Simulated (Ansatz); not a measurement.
For Ti3Al (P6₃/mmc, No. 194), PBEsol (PAW; Ansatz, a program for electronic structure) gives:

| Quantity | Result |
|---|---|
| lattice constant a | 5.690 Å |
| lattice parameter c | 4.609 Å |
| polycrystal shear modulus | 61.0 GPa |

What does r²SCAN in Ansatz (plane waves, PAW) give for the same quantities?


- lattice constant a: 5.748 Å (increases by 1.0 %)
- lattice parameter c: 4.633 Å (grows by 0.5 %)
- Voigt–Reuss–Hill shear modulus: 64.1 GPa (rises by 5.1 %)

Changes are worked out from the printed values.

Unless a cell is named, each level is at its own relaxed cell (PBEsol 16.16, r²SCAN 16.57 Å³/atom).

The crystal itself was run without spin with PBEsol, r²SCAN; a magnetic state was not tried in these runs.

Ansatz's density-functional and Hartree–Fock values are scalar-relativistic unless marked +SOC, with PAW data made under PBE.
